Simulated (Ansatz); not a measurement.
Levels about the gap of amorphous Si$_{30}$N$_{42}$Mg$_{3}$ (75 atoms in a cell of 840 Å³, 2.97 g/cm³; zone centre alone, so wide bands show as single levels with stretches between that a denser mesh fills), at the geometry that PBE relaxed, where it gives -2.3 GPa on a denser mesh. The participation number counts the atoms over which a state spreads; weights are charges in smoothed Voronoi cells. The levels come from a single point, so bond lengths are those of that geometry. Method of the levels: PBE, scalar-relativistic without spin-orbit coupling (Ansatz, a quantum-chemistry and plane-wave program). Sampling: the zone centre alone; Fermi-Dirac width 0.02 eV; no spin polarisation. At PBE the levels at the filled edge of the gap are localised (band-tail or defect states), and the nearest spread-out levels lie 2.6 eV apart at the zone centre.

It comes from a melt-quench run on a machine-learned potential (CHGNet), relaxed afterwards by DFT. N atoms were pushed apart under 1.9 Å during the dynamics, to hinder bonds among them. The hot cell started wider than the set density and was brought back towards it in steps. It is the lowest in DFT energy of 2 quenches. It is a model cell: composition and starting density were chosen by hand, and all elements were melted together. No dispersion term was used. Its density started from a set value of 2.97 and ended at 2.97 g/cm³. The quench (nominally 380 K/ps over its main leg) was far faster than any real one, so the model tends to hold more defects than a real film. A cell of this size samples the disorder only roughly. The volume was held where the preparation left it, at a PBE pressure of -2.3 GPa (tension). Stress components on the final sampling reach 3.9 GPa. On a 2×2×2 Γ-centred mesh force components of up to 0.13 eV/Å stay, since the relaxation ran on the zone centre alone.

| E - E(highest filled), eV | filling | participation number | largest on | weight N | weight Si | weight Mg |
|---|---|---|---|---|---|---|
| -0.62 | filled | 16.3 | N, 3 neighbours | 0.89 | 0.10 | 0.01 |
| -0.59 | filled | 18.8 | N, 3 neighbours | 0.89 | 0.10 | 0.01 |
| -0.54 | filled | 16.4 | N, 3 neighbours | 0.90 | 0.10 | 0.01 |
| -0.37 | filled | 10.6 | N, 3 neighbours | 0.88 | 0.10 | 0.02 |
| -0.30 | filled | 9.9 | N, 2 neighbours | 0.88 | 0.10 | 0.01 |
| -0.25 | filled | 10.0 | N, 3 neighbours | 0.89 | 0.09 | 0.02 |
| 0.00 | filled | 8.3 | N, 3 neighbours | 0.89 | 0.10 | 0.01 |
| 2.09 | empty | 30.2 | Si, 4 neighbours | 0.49 | 0.47 | 0.04 |
| 2.66 | empty | 12.5 | Si, 4 neighbours | 0.44 | 0.51 | 0.05 |
| 2.84 | empty | 43.5 | Si, 4 neighbours | 0.45 | 0.52 | 0.04 |
| 2.90 | empty | 23.7 | Si, 4 neighbours | 0.43 | 0.56 | 0.01 |
| 3.18 | empty | 31.8 | Si, 4 neighbours | 0.43 | 0.48 | 0.10 |
| 3.48 | empty | 26.2 | Si, 4 neighbours | 0.46 | 0.50 | 0.04 |
| 3.63 | empty | 39.0 | Si, 4 neighbours | 0.46 | 0.51 | 0.02 |

Most localised among these is the filled level at +0.00 eV, on a N atom, which has 3 neighbours (Si 1.67 Å, Si 1.69 Å, Mg 2.04 Å).
